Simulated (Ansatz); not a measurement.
Given:

```xyz
2
Lattice="0.0000 2.6349 2.5825 2.6349 0.0000 2.5825 2.6349 2.6349 0.0000" Properties=species:S:1:pos:R:3 pbc="T T T"
Mg     0.0000     0.0000     0.0000
S      2.6349     2.6349     2.5825
```

Method: r2SCAN with spin-orbit coupling, rigid bands (plane waves, PAW; Ansatz, a quantum-chemistry and plane-wave program). Condition of this run: biaxial stress xx = yy = -2 GPa (compression positive) (the target of the relaxation). How the cell was made: cell and atoms relaxed with r2SCAN, then loaded as said.

### Question
What conductivity effective mass do dilute holes have at 300 K?

### Answer
1.12 (x), 1.12 (y), 1.32 (z) mₑ.

### Question
Predict the electron conductivity mass (n e² τ/σ) at 300 K, by direction if it differs.

### Answer
0.33 (x), 0.33 (y), 0.50 (z) mₑ.

### Question
And the band gap?

### Answer
3.30 eV at this level; semilocal functionals usually fall short of the measured gap.

Rigid bands, one relaxation time for all states, no polarons.
